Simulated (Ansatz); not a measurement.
**Alloy series in TiC**

Take TiC in the rock salt structure (space group Fm-3m, No. 225) as the base.

```yaml
crystal:
  lattice:
    - [0.00000, 2.16390, 2.16390]
    - [2.16390, 0.00000, 2.16390]
    - [2.16390, 2.16390, 0.00000]
  atoms:
    - { symbol: C, position: [0.00000, 0.00000, 0.00000] }
    - { symbol: Ti, position: [0.50000, 0.50000, 0.50000] }
```

The other end (x = 1) is TiGe in the rock salt structure (space group Fm-3m, No. 225; a hypothetical phase, not in the database extracts checked): 17.32 Å³/atom, gap zero; this end may not be an ambient phase.

Ge replaces a fraction x of C; each row is one arrangement (x, atoms in the cell, starting space group or random), fully relaxed.

Level of theory: plane-wave PAW DFT at the r2SCAN level (Ansatz, a program for electronic structure, 500 eV), scalar-relativistic without spin-orbit coupling.

Notes on the quantities. mixing energy: to 0.01 eV only: unlike meshes or grids; against an end that may be hypothetical; deviation of the volume from the linear: Vegard-type) interpolation.

| change | mixing energy | deviation of the volume from the linear | shortest interatomic distance |
|---|---|---|---|
| base | – | – | 2.164 Å |
| x(Ge) = 0.333, 6 atoms, P-3m1 | -0.07 eV/atom | -1.4 % | 2.085 Å |
| x(Ge) = 0.5, 4 atoms, R-3m | -0.05 eV/atom | -2.1 % | 2.121 Å |
| x(Ge) = 0.5, 8 atoms, P4/nmm | +0.22 eV/atom | -0.4 % | 2.028 Å |
| x(Ge) = 0.75, 8 atoms, C2/m | +0.02 eV/atom | -5.3 % | 2.074 Å |

Each cell is one ordered arrangement of few atoms, which overstates ordering effects compared with a random alloy. No phonon test of stability was made. The final runs are not spin-polarised. Under x(Ge) = 0.333, 6 atoms, P-3m1, x(Ge) = 0.5, 4 atoms, R-3m and x(Ge) = 0.75, 8 atoms, C2/m the cell changed shape so far that it is another structure.
